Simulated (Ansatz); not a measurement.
Defect migration in 2H silicon carbide: interstitial Li, charge state +1. Calculation: PBE, PAW (plane waves to 420 eV; Ansatz, a program for electronic structure).

Settings: 72 host sites, the relaxed PBE lattice, the Γ point alone, smearing 0.01 eV, spin-restricted, no image-charge correction. Energies are static. The host's phase is taken as given; its stability against other phases was not computed. The charge state is imposed; whether it is stable for some Fermi level was not computed. Sites that were not tried may lie lower.

Barriers: single points on a 2×2×2 k-point mesh shifted by half a step along c at the bands' geometries.

The step: Li moves alone to another site. Atoms about the jump, Cartesian Å from the middle of the jump, before and after:

```
atom     x0     y0     z0     x1     y1     z1
----  -----  -----  -----  -----  -----  -----
Li1    0.00   0.00  -1.27   0.00   0.00   1.27
C2    -1.54  -0.89  -0.51  -1.54  -0.89  -0.49
C3     1.54  -0.89  -0.51   1.54  -0.89  -0.49
C4     0.00   1.78  -0.51   0.00   1.78  -0.49
Si5    1.59   0.92   0.17   1.61   0.93   0.06
Si6    0.00  -1.84   0.17   0.00  -1.86   0.06
Si7   -1.59   0.92   0.17  -1.61   0.93   0.06
C8     0.00  -1.79   2.06   0.00  -1.78   2.03
C9    -1.55   0.89   2.06  -1.54   0.89   2.03
C10    1.55   0.89   2.06   1.54   0.89   2.03
Si11  -1.61  -0.93  -2.48  -1.55  -0.89  -2.42
Si12   1.61  -0.93  -2.48   1.55  -0.89  -2.42
Si13   0.00   1.86  -2.48   0.00   1.79  -2.42
Si14  -1.55  -0.89   2.67  -1.59  -0.92   2.70
Si15   1.55  -0.89   2.67   1.59  -0.92   2.70
Si16   0.00   1.79   2.67   0.00   1.84   2.70
C17    0.00  -1.78  -3.03   0.00  -1.79  -3.03
C18    1.54   0.89  -3.03   1.55   0.89  -3.03
C19   -1.54   0.89  -3.03  -1.55   0.89  -3.03
Si20  -3.10  -1.79   0.12  -3.10  -1.79   0.12
Si21   3.10  -1.79   0.12   3.10  -1.79   0.12
Si22   0.00   3.58   0.12   0.00   3.57   0.12
```

### Question
Where do these atoms stand at the saddle point, and how high is it?

### Answer

| atom | x | y | z |
|---|---|---|---|
| Li1 | 0.00 | 0.00 | -0.02 |
| C2 | -1.55 | -0.89 | -0.49 |
| C3 | 1.55 | -0.89 | -0.49 |
| C4 | 0.00 | 1.79 | -0.49 |
| Si5 | 1.70 | 0.98 | 0.15 |
| Si6 | 0.00 | -1.96 | 0.15 |
| Si7 | -1.70 | 0.98 | 0.15 |
| C8 | 0.00 | -1.80 | 2.04 |
| C9 | -1.56 | 0.90 | 2.04 |
| C10 | 1.56 | 0.90 | 2.04 |
| Si11 | -1.55 | -0.89 | -2.42 |
| Si12 | 1.55 | -0.89 | -2.42 |
| Si13 | 0.00 | 1.79 | -2.42 |
| Si14 | -1.56 | -0.90 | 2.66 |
| Si15 | 1.55 | -0.90 | 2.66 |
| Si16 | 0.00 | 1.80 | 2.66 |
| C17 | 0.00 | -1.78 | -3.03 |
| C18 | 1.54 | 0.89 | -3.03 |
| C19 | -1.55 | 0.89 | -3.03 |
| Si20 | -3.10 | -1.79 | 0.12 |
| Si21 | 3.10 | -1.79 | 0.12 |
| Si22 | 0.00 | 3.58 | 0.12 |
It lies 1.81 eV above the start and 1.81 eV above the end. The saddle point's order was not checked, and it lies on a symmetry element of the cell, where a band can be held.
